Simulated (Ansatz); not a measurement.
A self-consistent single point of Tc3P (Fm-3m, 4 atoms in the cell) with Ansatz (a program for electronic structure).

Computed with r2SCAN, harder PAW files (source: ansatz) made with PBE (plane waves; Ansatz).

```yaml
crystal:
  lattice:
    - [0.00000, 3.28046, 3.28046]
    - [3.28046, 0.00000, 3.28046]
    - [3.28046, 3.28046, 0.00000]
  atoms:
    - { symbol: P, position: [0.00000, 0.00000, 0.00000] }
    - { symbol: Tc, position: [0.50000, 0.50000, 0.50000] }
    - { symbol: Tc, position: [0.25000, 0.25000, 0.25000] }
    - { symbol: Tc, position: [0.75000, 0.75000, 0.75000] }
```

Reference input (self-consistent single point, DFT, PBE, plane waves, harder PAW files (source: ansatz)): basis.ecutwfc = 600 eV; kpoints.mp_grid.grid = 5 5 5; hamiltonian.xc = pbe; hamiltonian.pseudopotentials = {kind: paw, source: ansatz}; scf.occupations.method = fermi_dirac; scf.occupations.width = 0.05 eV. This run's input differs from it in these lines:

Ansatz 0.2 input:
```diff
@@ -16,3 +16,3 @@
 hamiltonian:
-  xc: pbe
+  xc: r2scan
   pseudopotentials: { kind: paw, source: ansatz }
```

The program printed (abridged):

```
SCF iter   1: F=—  HF=-16985.745562 eV  |F-HF|=—  |Δ(HF+E_count)|=         —  Δρ=5.14e-2  dr2=2.84e0  dr2_τ=8.78e-2  ethr=3.10e-3  ⟨swp⟩=5.9  Hψ=1151  notcnv=0
all-band conjugate gradients solve this SCF's bands
preconditioner: auto → Kerker (q_TF=auto, 2.576 Å⁻¹)
SCF iter   2: F=—  HF=-16985.311388 eV  |F-HF|=—  |Δ(HF+E_count)|=   4.34e-1  Δρ=3.14e-2  dr2=8.05e-1  dr2_τ=7.00e-2  ethr=3.10e-3  ⟨swp⟩=2.0  Hψ=427  notcnv=0
   [... lines left out ...]
SCF iter   8: F=—  HF=-16985.197983 eV  |F-HF|=—  |Δ(HF+E_count)|=   3.73e-6  Δρ=3.08e-5  dr2=9.76e-7  dr2_τ=1.32e-7  ethr=4.56e-8  ⟨swp⟩=2.3  Hψ=411  notcnv=0
SCF iter   9: F=—  HF=-16985.197983 eV  |F-HF|=—  |Δ(HF+E_count)|=   1.16e-7  Δρ=1.06e-5  dr2=1.42e-7  dr2_τ=1.90e-8  ethr=1.95e-9  ⟨swp⟩=2.3  Hψ=417  notcnv=0
SCF iter  10: F=-16985.197983 eV  HF=-16985.197983 eV  |F-HF|=1.65e-9  |Δ(HF+E_count)|=   1.89e-9  Δρ=1.73e-6  dr2=2.81e-9  dr2_τ=3.50e-10  ethr=2.00e-10  ⟨swp⟩=4.1  Hψ=955  notcnv=0
SCF 1 converged in 10 iterations: F = -16985.197983 eV  dr2 = 2.81e-9
Free energy (F): -16985.197983 eV
Internal energy: -16985.160190 eV  (E = F + TS)
E sigma→0 (E₀):  -16985.179087 eV
Entropy (-TS):   -0.037793 eV (-9.448 meV/atom)
Fermi energy:    15.280985 eV
--- Forces (eV/Å), atoms counted from 1 ---
  atom   1  P     -0.00000000     0.00000000    -0.00000000
   [... zero for the other atoms too ...]
--- Stress (GPa, compression-positive) ---
      -39.149475      -0.000000      -0.000000
        0.000000     -39.149475       0.000000
       -0.000000      -0.000000     -39.149475
  P = ⅓ Tr σ = -39.1495 GPa (-391.495 kbar)
  The stress holds the Pulay correction. Without it, at fixed plane waves, as pw.x and ABINIT print it: P = -39.2005 GPa
```

The run converged in 10 iterations. Against the reference run the pressure goes from -35.58 to -39.15 GPa.

The starting cell was generated: these elements placed on a structure prototype, without a prior relaxation; it need not be a known phase or ordering of this composition. Spin polarisation is off. With a pressure of about -39 GPa the cell is away from its equilibrium volume at this level. Ansatz's pressure includes its estimate of the finite-basis (Pulay) stress.
